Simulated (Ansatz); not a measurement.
A self-consistent single point of ScIr₃ (P1, 4 atoms in the cell) with Ansatz (a quantum-chemistry and plane-wave program).

Method: LDA (PW92), PAW files made with PBE (plane waves; Ansatz).

The change in words: atoms moved at random. Reference geometry:
```
CELL_PARAMETERS angstrom
      3.84833     0.00000     0.00000
      0.00000     3.84833     0.00000
      0.00000     0.00000     3.84833
ATOMIC_POSITIONS crystal
  Sc 0.00000 0.00000 0.00000
  Ir 0.00000 0.50000 0.50000
  Ir 0.50000 0.00000 0.50000
  Ir 0.50000 0.50000 0.00000
```

Reference input (self-consistent single point, DFT, LDA (PW92), plane waves, PAW files made with PBE): basis.ecutwfc = 420 eV; kpoints.mp_grid.grid = 6 6 6; hamiltonian.xc = lda; hamiltonian.pseudopotentials = {kind: paw} (the program's default PAW files); scf.occupations.method = fermi_dirac; scf.occupations.width = 0.136 eV. This run's input differs from it in these lines:

Ansatz 0.2 input:
```diff
@@ -6,6 +6,6 @@
   atoms:
-    - { symbol: Sc, position: [0.000000, 0.000000, 0.000000] }
-    - { symbol: Ir, position: [0.000000, 0.500000, 0.500000] }
-    - { symbol: Ir, position: [0.500000, 0.000000, 0.500000] }
-    - { symbol: Ir, position: [0.500000, 0.500000, 0.000000] }
+    - { symbol: Sc, position: [-0.005881, -0.010513, 0.011770] }
+    - { symbol: Ir, position: [0.012949, 0.508023, 0.507041] }
+    - { symbol: Ir, position: [0.499202, -0.003377, 0.487068] }
+    - { symbol: Ir, position: [0.493731, 0.505868, -0.005879] }
 basis:
```

Output (repeated stretches shortened):

```
SCF iter   1: F=—  HF=-37088.350802 eV  |F-HF|=—  |Δ(HF+E_count)|=         —  Δρ=1.40e-1  dr2=2.22e1  ethr=3.10e-3  ⟨swp⟩=5.0  Hψ=13989  notcnv=0
all-band conjugate gradients solve this SCF's bands
preconditioner: auto → Kerker (q_TF=auto, 2.767 Å⁻¹)
SCF iter   2: F=—  HF=-37086.309480 eV  |F-HF|=—  |Δ(HF+E_count)|=    2.04e0  Δρ=7.86e-2  dr2=7.51e0  ethr=3.10e-3  ⟨swp⟩=2.6  Hψ=7717  notcnv=0
   [... lines left out ...]
SCF iter   5: F=—  HF=-37085.203693 eV  |F-HF|=—  |Δ(HF+E_count)|=   4.04e-4  Δρ=1.24e-3  dr2=1.41e-3  ethr=9.68e-6  ⟨swp⟩=2.0  Hψ=7374  notcnv=0
SCF iter   6: F=—  HF=-37085.203416 eV  |F-HF|=—  |Δ(HF+E_count)|=   2.77e-4  Δρ=2.72e-4  dr2=6.21e-5  ethr=2.28e-6  ⟨swp⟩=1.7  Hψ=4535  notcnv=0
SCF iter   7: F=—  HF=-37085.203398 eV  |F-HF|=—  |Δ(HF+E_count)|=   1.77e-5  Δρ=3.53e-5  dr2=8.42e-7  ethr=1.00e-7  ⟨swp⟩=2.2  Hψ=6334  notcnv=0
SCF iter   8: F=-37085.203398 eV  HF=-37085.203398 eV  |F-HF|=1.33e-8  |Δ(HF+E_count)|=   2.73e-7  Δρ=6.68e-6  dr2=2.69e-8  ethr=1.61e-10  ⟨swp⟩=6.2  Hψ=16949  notcnv=0
SCF 1 converged in 8 iterations: F = -37085.203398 eV  dr2 = 2.69e-8
Free energy (F): -37085.203398 eV
Internal energy: -37084.990297 eV  (E = F + TS)
E sigma→0 (E₀):  -37085.096848 eV
Entropy (-TS):   -0.213101 eV (-53.275 meV/atom)
Fermi energy:    22.447509 eV
--- Forces (eV/Å), atoms counted from 1 ---
  atom   1  Sc     0.06576556     0.77766088    -0.63397277
  atom   2  Ir    -0.67423806    -0.67902196    -0.25621303
  atom   3  Ir     0.15922203     0.46512325     0.78875160
  atom   4  Ir     0.44925516    -0.56373767     0.10141005
--- Stress (GPa, compression-positive) ---
        6.816199       0.368199       0.478727
        0.368199       6.326390       0.167658
        0.478727       0.167657       6.799865
  P = ⅓ Tr σ = 6.6475 GPa (66.475 kbar)
  The stress holds the Pulay correction. Without it, at fixed plane waves, as pw.x and ABINIT print it: P = 6.6033 GPa
```

The run converged in 8 iterations. Against the reference run the free energy rises by 24.1 meV/atom, the pressure goes from 5.51 to 6.65 GPa and the largest force goes from 0.000 to 1.005 eV/Å.

The starting cell comes from a database of computed structures (which also holds hypothetical and non-ambient phases and stackings), without a prior relaxation at this level. Its lattice was rescaled by a random factor within 2.5 % of one. For this run, on top of that: atoms moved at random. Spin polarisation is off. With a pressure of about 7 GPa the cell is away from its equilibrium volume at this level. Forces in this geometry exceed 1 eV/Å. Ansatz's pressure includes its estimate of the finite-basis (Pulay) stress.
